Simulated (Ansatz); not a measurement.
# A computed series for WS2: pressure series

Start from WS$_{2}$ in the 2H-MoS2 type structure (space group P6_3/mmc, No. 194; a = 3.154 Å, c = 12.141 Å; layered, stacked along the Cartesian z axis).

Cell and atoms are relaxed at each pressure.

Levels (all Ansatz, an electronic-structure program, PAW, earlier PAW set): PBE-D3(BJ) (420 eV, no SOC); PBEsol-D3(BJ) (420 eV, no spin-orbit coupling).

The base cell above is that of PBE-D3(BJ); each level relaxes its own structures.

```tsv
case	volume per atom, PBE-D3(BJ)	volume per atom, PBEsol-D3(BJ)
pressure −2 GPa	18.50 Å³	17.06 Å³
pressure −1 GPa	17.84 Å³	16.75 Å³
pressure 0.9 GPa	17.15 Å³	16.29 Å³
pressure 2.1 GPa	16.84 Å³	16.06 Å³
pressure 4.5 GPa	16.35 Å³	15.67 Å³
pressure 9 GPa	15.67 Å³	15.10 Å³
pressure 15 GPa	15.00 Å³	14.51 Å³
pressure 22.5 GPa	14.35 Å³	13.93 Å³
pressure 30 GPa	13.82 Å³	13.45 Å³
```

PBE-D3(BJ) lies above PBEsol-D3(BJ) in every row, by 0.38 Å³ to 1.43 Å³. They put the cases in the same order.

A case with no gap was solved on a k-mesh chosen for an insulator, which is coarse for it. Load acts through the strain it causes; cell and atoms are relaxed under it. Whether these cells are dynamically stable was not tested. No other phases were tried under pressure. The final runs are not spin-polarised.
